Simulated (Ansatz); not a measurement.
The starting structures come from a database of crystals and need not be the phases stable at ambient conditions.

Crystal: Rb$_{2}$Pd(IBr$_{2}$)$_{2}$ (I4/mmm, not sure to be the ambient phase, 9 atoms a cell, 36.5 Å³ an atom, -2 GPa at this level); planes in its conventional cell.

Computed with PBEsol (plane waves, PAW; Ansatz, a program for electronic structure).

The gap is the functional's own. No spin-orbit coupling. Mid-gap values are interpolated on the energy grid.

| plane | area of the cell (Å²) | mid-gap κ (1/Å) | largest κ in the gap (1/Å) |
|---|---|---|---|
| (101) | 53.0 | 0.08 | 0.10 |
| (110) | 54.4 | ___ | ___ |
| (001) | 72.8 | ___ | ___ |

### Question
The slowest decay depends on the direction. Supply the withheld values.

### Answer

- (110), mid-gap κ (1/Å): 0.17
- (110), largest κ in the gap (1/Å): 0.18
- (001), mid-gap κ (1/Å): 0.06
- (001), largest κ in the gap (1/Å): 0.07
